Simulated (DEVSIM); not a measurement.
Structure: abrupt Si p-n junction, at 300 K.

Layer 1 from the left is Si, thickness (μm) 0.240, Na (cm⁻³) 2e18, τn (s) 2.4e-6, τp (s) 2.4e-6. Layer 2 from the left is Si, thickness (μm) 19.0, Nd (cm⁻³) 4.3e14, τn (s) 2.4e-6, τp (s) 2.4e-6.

Left contact: ohmic. Right contact: ohmic. Voltage is applied to the left contact. Recombination: SRH at mid-gap, radiative. Mobility is μmin + (μ − μmin)/(1 + (N/Nref)^α).

Constants are typed, rounded textbook-type inputs, not results; the design itself was drawn at random and stands for no fabricated device. Values at 300 K.

Si: gap (eV) 1.124, affinity (eV) 4.05, permittivity 11.7, Nc (cm⁻³) 2.86e19, Nv (cm⁻³) 3.1e19, μn (cm²/Vs) 1417, μp (cm²/Vs) 470, μn,min 52, μp,min 45, Nref,n 9.7e16, Nref,p 2.2e17, αn 0.68, αp 0.72, B (cm³/s) 4.7e-15.

Model (solved in DEVSIM): 1D drift-diffusion, Boltzmann statistics, complete ionisation; no tunnelling, impact ionisation, image-force lowering or self-heating.

Dark forward current:

```csv
|V| (V),|J| (A/cm²)
0.05,1.180e-8
0.10,5.046e-8
0.15,2.104e-7
0.20,1.019e-6
0.25,5.752e-6
0.30,3.593e-5
0.35,0.0002365
0.40,0.001592
0.45,0.01072
0.50,0.06878
0.55,0.3706
0.60,1.532
0.65,5.147
0.70,15.29
0.75,41.58
0.80,100.9
0.85,209.9
0.90,371.3
0.95,570.9
1.00,784.3
1.05,988.8
1.10,1173
1.15,1335
1.20,1480
1.25,1611
1.30,1731
```

Task: Work out the local ideality factor n = ΔV / (kT/q · ln(J2/J1)) between the rows 0.15 and 0.20 V, 0.40 and 0.45 V, 1.25 and 1.30 V.

Result: kT/q = 25.85 mV. From 0.15 to 0.20 V: ln(1.019e-6/2.104e-7) = 1.578, n = 1.23. From 0.40 to 0.45 V: ln(0.01072/0.001592) = 1.907, n = 1.01, near the 1 of diffusion or emission over a barrier. From 1.25 to 1.30 V: ln(1731/1611) = 0.072, n = 26.92.

Task: Estimate the current at 0.35 V from the Shockley equation with J0 = Σ q ni² D/(N L) coth(W/L), τ joining the SRH, radiative and Auger lifetimes that are on, and W taken as the whole layer.

Result: ni² = 1.16e20 cm⁻⁶; electrons in the p layer: μ = 207 cm²/Vs, D = 5.34 cm²/s, τ = 2.35e-6 s, L = 35.4 μm, W/L = 0.0068, term 2.07e-12 A/cm²; holes in the n layer: μ = 465 cm²/Vs, D = 12.0 cm²/s, τ = 2.40e-6 s, L = 53.7 μm, W/L = 0.35, term 2.85e-10 A/cm². J0 = 2.87e-10 A/cm², and J = J0 exp(qV/kT) = 0.000218 A/cm². The simulation gives 0.000237 A/cm²; the estimate lies 8.0 % below. The estimate leaves out recombination in the depletion region and that region's share of W.
